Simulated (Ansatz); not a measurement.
# Step by step: reaction energy

Subject: the reaction energy. Reaction: 2 PbO (P4/nmm) → Pb (fcc) + PbO2 (rutile). The sign is products less reactants.

PbO2 (rutile, P4₂/mnm), 6 atoms in the cell; metallic (partly filled levels) with PBE. Conventional cell: a = b = 5.0293 Å, c = 3.4412 Å, α = β = γ = 90.00°.

PbO (P4/nmm), 4 atoms in the cell. Conventional cell: a = b = 4.0336 Å, c = 5.0047 Å, α = β = γ = 90.00°.

Method: Ansatz (a program for electronic structure), PAW, neutral cells at 0 K with nuclei at rest, on structures from PBE+D3(BJ). Ansatz runs with its default PAW set. Spin-orbit coupling is left out.

Total energies of the cells in eV, at zero smearing width. They compare only within one column; the weights balance every element.

```json
[
 {"cell": "Pb (fcc)", "atoms": "1", "weight": "+2", "PBE+D3(BJ)": "-11906.81309"},
 {"cell": "PbO2 (rutile)", "atoms": "6", "weight": "+1", "PBE+D3(BJ)": "-26078.68683"},
 {"cell": "PbO (P4/nmm)", "atoms": "4", "weight": "−2", "PBE+D3(BJ)": "-24948.03047"}
]
```

PBE+D3(BJ): 2 × (-11906.81309) + (-26078.68683) − 2 × (-24948.03047) = 3.748 eV; dividing by 2 gives 1.87 eV.

What follows from the PBE+D3(BJ) value: Per mole of the reaction as written, 1.874 eV × 96.485 = 180.8 kJ.
